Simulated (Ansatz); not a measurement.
**HgS: response to strain**

Consider HgS in the zinc blende structure (space group F-43m, No. 216).

```
HgS
1.0
    0.00000     2.93793     2.93793
    2.93793     0.00000     2.93793
    2.93793     2.93793     0.00000
Hg S
1 1
Direct
  0.00000   0.00000   0.00000
  0.75000   0.75000   0.75000
```

Cartesian axes are those of the cell as printed.

Strains are applied to the cell and any free atomic positions relax; under biaxial strain the out-of-plane vector relaxes too.

All numbers come from Ansatz (a first-principles code), PBEsol, PAW, cutoff 420 eV, without spin-orbit coupling.

Notes on the quantities. energy relative to the base: free energy F.

| change | energy relative to the base | volume per atom | space group |
|---|---|---|---|
| base | 0 meV/atom | 25.36 Å³ | F-43m (No. 216) |
| biaxial strain +2.14 %, plane normal [001], relaxed out of plane | +2.9 meV/atom | 25.57 Å³ | I-4m2 (No. 119) |
| biaxial strain +2.34 %, plane normal [001], relaxed out of plane | +3.5 meV/atom | 25.58 Å³ | I-4m2 (No. 119) |
| biaxial strain +1.63 %, plane normal [110], relaxed out of plane | +3.6 meV/atom | 25.74 Å³ | Imm2 (No. 44) |
| biaxial strain −0.81 %, plane normal [111], relaxed out of plane | ? | ? | R3m (No. 160) |
| isotropic strain −4.20 % | +90 meV/atom | 22.30 Å³ | F-43m (No. 216) |
| isotropic strain +1.43 % | +8.3 meV/atom | 26.46 Å³ | F-43m (No. 216) |
| isotropic strain +4.60 % | +76 meV/atom | 29.02 Å³ | F-43m (No. 216) |
| uniaxial strain ε_xx = −1.26 % | +0.9 meV/atom | 25.04 Å³ | I-4m2 (No. 119) |
| uniaxial strain ε_xx = +2.85 % | +4.5 meV/atom | 26.08 Å³ | I-4m2 (No. 119) |

### Question
Some entries are withheld; estimate them.

### Answer

- biaxial strain −0.81 %, plane normal [111], relaxed out of plane, energy relative to the base: +1.0 meV/atom
- biaxial strain −0.81 %, plane normal [111], relaxed out of plane, volume per atom: 25.14 Å³

A biaxial case was relaxed in a doubled cell and then solved in the primitive one. The mesh was chosen for an insulator and is coarse for the gapless case. Whether these cells are dynamically stable was not tested. The final runs are not spin-polarised.
